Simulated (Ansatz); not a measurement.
The parent structure is CdF$_{2}$ in the fluorite structure (space group Fm-3m, No. 225; a = 5.4815 Å).

All numbers come from DFT with PBE, PAW potentials and a 420 eV plane-wave cutoff in Ansatz (a quantum-chemistry and plane-wave program), spin-orbit coupling left out.

Before the change:

The band gap is 2.92 eV and the pressure is 0.00 GPa. The smallest direct gap comes out as 3.47 eV.

Now apply this change: an isotropic linear strain of −0.50 %; the atoms relax in the strained cell.

Question: Estimate the effect on the band gap.

Answer: The band gap grows by 0.05 eV (2.92 eV → 2.97 eV).

Question: Predict the new energy relative to the base.

Answer: The energy grows by 0.9 meV/atom.

Question: What happens to the pressure?

Answer: The pressure goes from zero to 1.46 GPa.

Question: Predict the new smallest direct gap.

Answer: The smallest direct gap goes up by 0.04 eV (3.47 eV → 3.51 eV).

Whether these cells are dynamically stable was not tested.
